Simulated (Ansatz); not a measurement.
Start from ScAl$_{3}$ in the Cu3Au type structure (space group Pm-3m, No. 221; a = 4.0725 Å; relaxed with 0.1 eV smearing). Axes: x, y, z lie along the cube axes.

Method: PBEsol in Ansatz (plane waves to 420 eV, PAW, without spin-orbit coupling), earlier PAW set.

Strains are applied to the cell and any free atomic positions relax; under biaxial strain the out-of-plane vector relaxes too.

One change was made to it. Results:

The energy increases by 10 meV/atom; the volume per atom grows by 0.58 Å³ (16.89 Å³ → 17.47 Å³).

Which of these changes matches the shifts?
(A) uniaxial strain ε_zz = −1.82 %
(B) biaxial strain +2.23 %, plane normal [001], relaxed out of plane
(C) isotropic strain +2.95 %
(D) biaxial strain +0.47 %, plane normal [111], relaxed out of plane

B, biaxial strain +2.23 %, plane normal [001], relaxed out of plane. For comparison, the energy relative to the base in the other runs: uniaxial strain ε_zz = −1.82 % gives +3.4 meV/atom; isotropic strain +2.95 % gives +34 meV/atom; biaxial strain +0.47 %, plane normal [111], relaxed out of plane gives +0.5 meV/atom.

Whether these cells are dynamically stable was not tested. All final runs are without spin polarisation.

Ansatz is a quantum-chemistry and plane-wave program.
